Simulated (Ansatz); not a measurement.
Output of an Ansatz run (abridged):

```
WARN the atoms were moved onto the symmetric positions of the space group found under crystal.symmetry.tolerance 1.0e-5 (fractional …
WARN ansatz: RAYON_NUM_THREADS=1 ignored (pool sized by the plan → 1); use --threads N
Pseudopotentials: kind: paw
Pseudopotential: Ti, paw, valence charge 12
Pseudopotential: In, paw, valence charge 13
Crystal: 8 atoms, lattice volume = 145.361 Å³
Basis set: ecut = 420 eV, 2837 PW (Γ)
Bands: 59, of which v1, the nominal top of the filled ones, is band 49 counted from 1 (48 counted from 0)
Symmetry: 24 space group operations
Space group: P63/mmc (ITA 194), of the structure as read, at distance tolerance 5.3e-5 Å
k-points: 15 of 125
PAW frozen core: Ti, regenerated for the run's functional, and the local potential with it
PAW frozen core: In, regenerated for the run's functional, and the local potential with it
Initial density: superposition of atomic densities (neutral atoms: chi_scale 0, normalization atom), corrected by the library's trained network
Initial wavefunctions: pseudopotential atomic-orbital guess
Eigensolver: davidson
Functional: x = slater, c = lda
SCF iter   1: F=—  HF=-25617.541585 eV  |F-HF|=—  |Δ(HF+E_count)|=         —  Δρ=7.37e-3  dr2=4.46e-2  ethr=1.77e-3  ⟨swp⟩=6.7  Hψ=3612  notcnv=0
all-band conjugate gradients solve this SCF's bands
preconditioner: auto → Kerker (q_TF=auto, 2.555 Å⁻¹)
SCF iter   2: F=—  HF=-25617.529628 eV  |F-HF|=—  |Δ(HF+E_count)|=   1.20e-2  Δρ=3.41e-3  dr2=1.19e-2  ethr=4.55e-5  ⟨swp⟩=2.0  Hψ=1293  notcnv=0
SCF iter   3: F=—  HF=-25617.527432 eV  |F-HF|=—  |Δ(HF+E_count)|=   2.20e-3  Δρ=7.79e-4  dr2=1.34e-3  ethr=1.22e-5  ⟨swp⟩=2.0  Hψ=1256  notcnv=0
SCF iter   4: F=—  HF=-25617.527179 eV  |F-HF|=—  |Δ(HF+E_count)|=   2.53e-4  Δρ=1.76e-4  dr2=7.08e-5  ethr=1.36e-6  ⟨swp⟩=2.0  Hψ=1087  notcnv=0
SCF iter   5: F=—  HF=-25617.527149 eV  |F-HF|=—  |Δ(HF+E_count)|=   3.02e-5  Δρ=5.74e-5  dr2=5.57e-6  ethr=7.22e-8  ⟨swp⟩=3.0  Hψ=1797  notcnv=0
SCF iter   6: F=—  HF=-25617.527147 eV  |F-HF|=—  |Δ(HF+E_count)|=   1.17e-6  Δρ=1.83e-5  dr2=8.03e-7  ethr=5.68e-9  ⟨swp⟩=2.1  Hψ=1192  notcnv=0
SCF iter   7: F=-25617.527147 eV  HF=-25617.527147 eV  |F-HF|=7.48e-9  |Δ(HF+E_count)|=   1.61e-7  Δρ=3.96e-6  dr2=1.70e-8  ethr=1.02e-10  ⟨swp⟩=4.4  Hψ=3287  notcnv=0
SCF 1 converged in 7 iterations: F = -25617.527147 eV  dr2 = 1.70e-8
SCF converged after 7 iterations
Free energy (F): -25617.527147 eV
Harris-Foulkes:  -25617.527147 eV  (|F-HF|=7.48e-9)
Internal energy: -25617.240603 eV  (E = F + TS)
E sigma→0 (E₀):  -25617.383875 eV
Entropy (-TS):   -0.286544 eV (-35.818 meV/atom)
Fermi energy:    12.977156 eV
--- Per-component energies (eV) ---
  E_band       = -917.849497
  E_kinetic    = 2122.200021
  E_local      = -6758.529658  (includes V_loc(G=0)·N_el)
  E_nonlocal   = 812.723250
  E_hartree    = 2737.476521
  E_xc         = -1008.131284
  E_vxc        = -933.409631  (∫ρ·V_xc dr)
  E_paw        = -14024.032873  (= ΣΔE_a)
  E_vpaw       = -1635.785310  (= ΣTr[D̂ρ^β])
  E_aug_tail   = 0.000613  (compensation charges beyond the density's cutoff)
  E_ewald      = -9501.471967
  E_core_change = 2.524775  (= ΣΔE_core)
  E_smearing   = -0.286544  (= −TS)
  E_closure    = -0.000000  (closes the sum)
  Σ components = -25617.527147   (vs F -25617.527147, Δ=0.00e0)
--- Forces (eV/Å), atoms counted from 1 ---
  atom   1  Ti    -0.00000001    -0.10362066     0.00000000
  atom   2  Ti     0.00000001     0.10362066     0.00000000
  atom   3  Ti     0.08973812    -0.05181033     0.00000000
  atom   4  Ti    -0.08973812     0.05181033     0.00000000
  atom   5  Ti     0.08973812     0.05181032     0.00000000
  atom   6  Ti    -0.08973812    -0.05181032     0.00000000
  atom   7  In     0.00000000     0.00000000     0.00000000
  atom   8  In    -0.00000000    -0.00000000     0.00000000
  max |Σ_I F_I| component: 1.45e-17 eV/Å
--- Stress (GPa, compression-positive) ---
       -8.268838       0.000000       0.000000
        0.000000      -8.268838       0.000000
        0.000000       0.000000      -7.718658
  P = ⅓ Tr σ = -8.0854 GPa (-80.854 kbar)
  The stress holds the Pulay correction. Without it, at fixed plane waves, as pw.x and ABINIT print it: P = -8.1194 GPa
--- Band table (eV; the first three rows and the last of 15) ---
  k-point 0: bands = ["-43.2033", "-43.1316", "-43.1316", "-43.1257", "-43.0940", "-43.0940", "-19.9694", "-19.9539", "-19.8514", "-19.8514", "-19.8500", "-19.8089", "-19.8089", "-19.8088", "-19.8088", "-19.7049", "-19.6059", "-19.6059", "-19.5622", [...]
  k-point 1: bands = ["-43.1959", "-43.1332", "-43.1280", "-43.1280", "-43.0976", "-43.0976", "-19.9570", "-19.9506", "-19.9032", "-19.9032", "-19.8419", "-19.8419", "-19.8327", "-19.7321", "-19.7321", "-19.6914", "-19.5955", "-19.5955", "-19.5795", [...]
  k-point 2: bands = ["-43.1766", "-43.1526", "-43.1186", "-43.1186", "-43.1070", "-43.1070", "-19.9441", "-19.9431", "-19.9252", "-19.9252", "-19.8978", "-19.8978", "-19.7680", "-19.6679", "-19.6560", "-19.6458", "-19.6458", "-19.6119", "-19.5978", [...]
  k-point 14: bands = ["-43.1551", "-43.1412", "-43.1327", "-43.1284", "-43.1144", "-43.1089", "-19.9202", "-19.8980", "-19.8777", "-19.8524", "-19.8485", "-19.8207", "-19.7281", "-19.7096", "-19.6911", "-19.6767", "-19.6519", "-19.6450", [...]
```

The structure:

```
CELL_PARAMETERS angstrom
      5.92065     0.00000     0.00000
     -2.96032     5.12743     0.00000
      0.00000     0.00000     4.78828
ATOMIC_POSITIONS crystal
  Ti 0.16521 0.33042 0.25000
  Ti 0.83479 0.66958 0.75000
  Ti 0.83479 0.16521 0.75000
  Ti 0.16521 0.83479 0.25000
  Ti 0.66958 0.83479 0.25000
  Ti 0.33042 0.16521 0.75000
  In 0.33333 0.66667 0.75000
  In 0.66667 0.33333 0.25000
```

**Question.** Reconstruct the input of this run.

**Answer.** Other spellings and defaults could give the same log, and not every line can be read from it. The input that was run (DFT, LDA (PW92), plane waves, default PAW files made with PBE):

Ansatz 0.2 input:
```yaml
crystal:
  lattice:
    - [5.920649, 0.000000, 0.000000]
    - [-2.960324, 5.127432, 0.000000]
    - [0.000000, 0.000000, 4.788282]
  atoms:
    - { symbol: Ti, position: [0.165210, 0.330420, 0.250000] }
    - { symbol: Ti, position: [0.834790, 0.669580, 0.750000] }
    - { symbol: Ti, position: [0.834790, 0.165210, 0.750000] }
    - { symbol: Ti, position: [0.165210, 0.834790, 0.250000] }
    - { symbol: Ti, position: [0.669580, 0.834790, 0.250000] }
    - { symbol: Ti, position: [0.330420, 0.165210, 0.750000] }
    - { symbol: In, position: [0.333333, 0.666667, 0.750000] }
    - { symbol: In, position: [0.666667, 0.333333, 0.250000] }
basis:
  ecutwfc: 420.0
kpoints:
  mp_grid:
    grid: [5, 5, 5]
hamiltonian:
  xc: lda
  pseudopotentials:
    kind: paw
scf:
  occupations:
    method: fermi_dirac
    width: 0.1
output:
  forces: true
  eigenvalues: true
  stress: true
```

The starting cell comes from a database of computed structures (which also holds hypothetical and non-ambient phases and stackings), without a prior relaxation at this level. Its lattice was rescaled by up to half a per cent. Spin polarisation is off. With a pressure of about -8 GPa the cell is away from its equilibrium volume at this level. Ansatz's pressure includes its estimate of the finite-basis (Pulay) stress.

Ansatz is an electronic-structure program.
